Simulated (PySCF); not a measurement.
PySCF 2.14.0, CAM-B3LYP/def2-svp: Ta(NMe)(F)3 (C[N]=[Ta]([F])([F])[F]), 9 atoms. The geometry is a generated start, not checked to be a minimum at this level.

- task: energy and gradient
- method: cam-b3lyp
- basis: def2-svp
- mol.max_memory: 7000 MB
- mf.init_guess: minao (default)
- mf.DIIS: CDIIS (default)
- mf.diis_space: 8 (default)
- mf.conv_tol: 1e-09 (default)
- mf.grids.level: 3 (default)
- effective core potentials: those of the basis set, past Kr
- basis functions (reference run): 117
- grid points (reference run): 124240

```xyz
9

Ta    -0.1139     0.8583     1.2735
N      0.0199    -0.1409    -0.2014
C      0.1215    -0.9250    -1.3717
H      1.1674    -1.1832    -1.5652
H     -0.4531    -1.8506    -1.2625
H     -0.2669    -0.3714    -2.2330
F      1.6150     1.2134     1.9399
F     -0.9763     2.4801     0.8485
F     -1.1135    -0.0808     2.5719
```
Charge 0, spin multiplicity 1.

The reference run uses exact four-centre integrals. One run each, on a shared machine, so no times are given.

Settings tried, all else as in the reference:
- density fitting, auxbasis = autoaux
- density fitting of J alone, exact K
- density fitting
- density fitting, auxbasis = def2-universal-jfit

Which of these stay within 1.0 meV/atom in energy, 10 meV/Å in forces (largest component) of the reference run?

Within it: density fitting, auxbasis = autoaux; density fitting; density fitting of J alone, exact K. Outside: density fitting, auxbasis = def2-universal-jfit.

```csv
setting,energy against the reference,difference in forces (largest component)
"density fitting, auxbasis = autoaux",−0.039 meV/atom,0.72 meV/Å
density fitting,−0.095 meV/atom,0.40 meV/Å
"density fitting of J alone, exact K",−0.31 meV/atom,0.45 meV/Å
"density fitting, auxbasis = def2-universal-jfit",+25 meV/atom,69 meV/Å
```

Total energies are compared; such shifts often cancel in part in energy differences. def2-universal-jfit is made for Coulomb alone and misses functions that exchange needs. No test of the SCF solution's stability was run. Also tried and not ranked: density fitting, auxbasis = def2-universal-jkfit (same energy as a listed run); COSX exchange (sgx_fit, pjs) with fitted J, mf.with_df.grids_level_i = 1, mf.with_df.grids_level_f = 1 (gradient came out as NaN); COSX exchange (sgx_fit, pjs) with fitted J, mf.with_df.grids_level_i = 1, mf.with_df.grids_level_f = 2 (default) (gradient came out as NaN); COSX exchange (sgx_fit, pjs) with fitted J, mf.with_df.grids_level_i = 1, mf.with_df.grids_level_f = 3 (gradient came out as NaN); COSX exchange (sgx_fit, pjs) with fitted J, mf.with_df.grids_level_i = 1, mf.with_df.grids_level_f = 4 (gradient came out as NaN). The tolerance is a choice made for this comparison.
